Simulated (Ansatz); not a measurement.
Data:

```yaml
crystal:
  lattice:
    - [0.01554, 2.72566, 2.72566]
    - [2.72566, 0.01554, 2.72566]
    - [2.74119, 2.74119, 0.00000]
  atoms:
    - { symbol: Ga, position: [0.00076, 0.00076, 0.99924] }
    - { symbol: P, position: [0.24924, 0.24924, 0.25076] }
```

No spin polarisation.

Method: Ansatz (a first-principles code), r2SCAN, PAW, cutoff 500 eV, spin-orbit coupling left out. Γ-centred 10×10×10 mesh, Fermi–Dirac width 0.05 eV.

Question: Predict the stress, valence-band top at Γ and band gap.

Answer: The stress (xx, yy, zz, yz, xz, xy; compression positive) is (0.01, 0.01, 0.00, 0.00, 0.00, -0.83) GPa. The valence-band top at Γ (three highest levels, from the VBM) comes out as 0.00, -0.05, -0.09 eV and the band gap is 1.80 eV.

The cells carry an imposed strain or load. No phonon test of stability was made. The cell was made from GaP in the zinc blende structure (space group F-43m, No. 216) by this change: tensor shear ε_xy = +0.57 %.
